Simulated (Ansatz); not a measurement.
The reference is ZrO$_{2}$ in the fluorite structure (space group Fm-3m, No. 225; a = 5.116 Å).

(Cell as relaxed with PBE.)

Levels (all Ansatz, a quantum-chemistry and plane-wave program, PAW, earlier PAW set): PBE (420 eV, scalar-relativistic without spin-orbit coupling); r2SCAN (500 eV, scalar-relativistic without spin-orbit coupling).

Each level relaxes its own structure.

```tsv
base	PBE	r2SCAN
volume per atom	11.16 Å³	10.98 Å³
lattice parameter a	5.116 Å	5.089 Å
band gap	3.32 eV	3.89 eV
```

Now apply this change: cell and atoms relaxed at a pressure of 30 GPa.

| quantity | PBE | r2SCAN |
|---|---|---|
| smallest direct gap | 4.12 eV | 4.67 eV |
| volume per atom | 10.07 Å³ | 9.98 Å³ |
| valley order (the lowest conduction-band minima on the path, energy above the VBM, named in the base's zone) | Γ 3.60 eV; a point along ⟨110⟩, about 0.9 Å⁻¹ from Γ 4.10 eV; X along ⟨100⟩ 4.12 eV; L along ⟨111⟩ 4.34 eV | Γ 4.17 eV; a point along ⟨110⟩, about 0.9 Å⁻¹ from Γ 4.63 eV; X along ⟨100⟩ 4.67 eV; L along ⟨111⟩ 4.90 eV |

PBE's smallest direct gap lies 0.55 eV below r2SCAN's; PBE's volume per atom lies 0.09 Å³ above r2SCAN's (0.9 %); both order the valleys alike. Neither level is exact; r2SCAN is the comparison here, not a measurement.

Load acts through the strain it causes; cell and atoms are relaxed under it. Whether these cells are dynamically stable was not tested. Competing high-pressure phases were not computed. This is not the structure that ZrO2 has at room temperature and ambient pressure.
